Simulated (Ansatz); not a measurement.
Band structure of SrO (Fm-3m, 2 atoms in the cell).

```
SrO
1.0
    0.00000     2.58000     2.58000
    2.58000     0.00000     2.58000
    2.58000     2.58000     0.00000
Sr O
1 1
Direct
  0.00000   0.00000   0.00000
  0.50000   0.50000   0.50000
```

Method of the run: PBE (plane waves, PAW; Ansatz, a first-principles code).

Settings: kpoints.mp_grid.grid = 8 8 8; hamiltonian.xc = pbe; hamiltonian.pseudopotentials = {kind: paw} (the program's default PAW files); scf.occupations.method = fermi_dirac; scf.occupations.width = 0.05 eV; kpoints.band_path.npoints = 8.

The starting cell has typed, rounded lattice constants, without a prior relaxation at this level.

Task: Predict the gap along the standard path and the places of the band edges.

Result: The gap along the path is 3.32 eV, from Γ to X; the smallest direct gap on it is 3.40 eV.

Levels in eV from the top of the valence band on the path, bands 5 to 11:
```tsv
point	5	6	7	8	9	10	11
Γ	-13.99	0.00	0.00	0.00	3.93	6.24	6.24
X	-14.35	-0.42	-0.09	-0.09	3.32	7.77	10.16
W	-13.43	-1.09	-0.43	-0.43	6.02	6.02	8.59
K	-13.60	-0.93	-0.55	-0.46	4.80	7.87	8.69
L	-12.84	-2.12	-1.09	-1.09	6.54	8.34	8.83
U	-13.60	-0.93	-0.55	-0.46	4.80	7.87	8.69
```

Keys are those of Ansatz 0.2.
